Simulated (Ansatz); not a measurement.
**Hf under a change: Hf → La**

Base system: Hf in the hcp (Mg type) structure (space group P6_3/mmc, No. 194; a = 3.198 Å, c = 5.047 Å).

The change: La takes the place of Hf on all its sites, then cell and atoms are relaxed.

Calculations: r2SCAN in Ansatz (plane waves to 500 eV, PAW, without spin-orbit coupling). k-mesh 14×14×8 (Γ-centred); smearing 0.05 eV (Fermi–Dirac), for the changed cell.

```csv
quantity,base,changed,shift
volume per atom,22.35 Å³,38.02 Å³,+15.67 Å³
lattice parameter a,3.198 Å,3.815 Å,+0.617 Å
c/a ratio,1.578,1.582,+0.0033
band gap,zero,zero,–
```

Final structure:

```
La
1.0
    3.81472     0.00000     0.00000
   -1.90736     3.30365     0.00000
    0.00000     0.00000     6.03355
La
2
Direct
  0.33333   0.66667   0.75000
  0.66667   0.33333   0.25000
```

Cost of the whole job for the changed cell (relaxation, final SCF and bands): about 2.5 core-minutes (a rough figure).

Whether these cells are dynamically stable was not tested. The final runs are not spin-polarised.

Ansatz is a first-principles code.
